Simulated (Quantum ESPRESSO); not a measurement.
Cost against accuracy: ecutwfc for Ti4H3Pd2 (P4/mmm, 9 atoms in the cell)

Cell: a = 2.8572 Å, b = 2.8572 Å, c = 12.6526 Å, α = 90.00°, β = 90.00°, γ = 90.00°.

Level of theory: PBEsol, GBRV 1.5 ultrasoft (PBESOL) pseudopotentials (plane waves; Quantum ESPRESSO 7.5).

Base settings: ecutwfc = 50 Ry; ecutrho = 400 Ry; occupations = smearing; smearing = gauss; degauss = 0.0147 Ry; K_POINTS = automatic 6 6 2 0 0 0; conv_thr = 1e-09 Ry; mixing_beta = 0.7.

Misses are taken against the tightest run, 88 Ry (ecutrho: 400 Ry → 704 Ry), which need not be fully converged itself. The energy is the free energy per atom.

The count of work is k-points × plane waves × bands × iterations; it is no time, and leaves out set-up, grids and terms that scale otherwise. Core times come from one kind of shared machine and are given to one figure; runs under 30 s give none.

The starting cell comes from a database of computed structures (which also holds hypothetical and non-ambient phases and stackings), without a prior relaxation at this level. Spin polarisation is off. In the base run, with a pressure of about -7 GPa the cell is away from its equilibrium volume at this level. Without a gap this mesh is coarse (it stands for a supercell whose shortest vector is 17 Å).

The runs (ecutwfc): 20 Ry (ecutrho: 400 Ry → 160 Ry) | 25 Ry (ecutrho: 400 Ry → 200 Ry) | 30 Ry (ecutrho: 400 Ry → 240 Ry) | 35 Ry (ecutrho: 400 Ry → 280 Ry) | 40 Ry (ecutrho: 400 Ry → 320 Ry) | 45 Ry (ecutrho: 400 Ry → 360 Ry) | 50 Ry | 57 Ry (ecutrho: 400 Ry → 456 Ry) | 65 Ry (ecutrho: 400 Ry → 520 Ry) | 75 Ry (ecutrho: 400 Ry → 600 Ry) | 88 Ry (ecutrho: 400 Ry → 704 Ry).

Task: Which is the coarsest setting among those run that, with all tighter ones, holds the energy within 20 meV/atom of the reference, and what does it save?

Result: 35 Ry (ecutrho: 400 Ry → 280 Ry), off by 11 meV/atom; it needs 0.24 of the reference's count of work and about 0.2 of the reference's time.

Task: Which is the coarsest setting among those run that, with all tighter ones, holds the energy within 5 meV/atom of the reference, and what does it save?

Result: 50 Ry, off by 4.4 meV/atom; its saving against the reference is no more than about a factor of 2 in the count of work.

Task: What does the step from 25 Ry (ecutrho: 400 Ry → 200 Ry) to 57 Ry (ecutrho: 400 Ry → 456 Ry) buy?

Result: It takes the miss in the energy from 690 to 4.0 meV/atom, for 3.7 times the count of work and roughly 3 times the time.

| ecutwfc | energy less reference (meV/atom) | pressure less reference (GPa) | largest difference in the force on any atom (eV/Å) | count of work / reference | core time / reference (rough) |
|---|---|---|---|---|---|
| 20 Ry (ecutrho: 400 Ry → 160 Ry) | 3997.31 | -244.15 | 0.614 | 0.10 | 0.08 |
| 25 Ry (ecutrho: 400 Ry → 200 Ry) | 694.09 | -60.47 | 0.056 | 0.15 | 0.2 |
| 30 Ry (ecutrho: 400 Ry → 240 Ry) | 88.42 | -11.01 | 0.014 | 0.20 | 0.1 |
| 35 Ry (ecutrho: 400 Ry → 280 Ry) | 10.73 | -0.97 | 0.000 | 0.24 | 0.2 |
| 40 Ry (ecutrho: 400 Ry → 320 Ry) | 6.54 | 0.04 | 0.000 | 0.31 | 0.3 |
| 45 Ry (ecutrho: 400 Ry → 360 Ry) | 5.60 | -0.06 | 0.000 | 0.37 | 0.4 |
| 50 Ry | 4.43 | -0.02 | 0.000 | 0.49 | 0.4 |
| 57 Ry (ecutrho: 400 Ry → 456 Ry) | 3.99 | 0.04 | 0.000 | 0.55 | 0.5 |
| 65 Ry (ecutrho: 400 Ry → 520 Ry) | 3.24 | -0.04 | 0.000 | 0.72 | 0.7 |
| 75 Ry (ecutrho: 400 Ry → 600 Ry) | 1.37 | -0.06 | 0.000 | 0.86 | 0.9 |
| 88 Ry (ecutrho: 400 Ry → 704 Ry) | 0.00 | 0.00 | 0.000 | 1.0 | 1 |
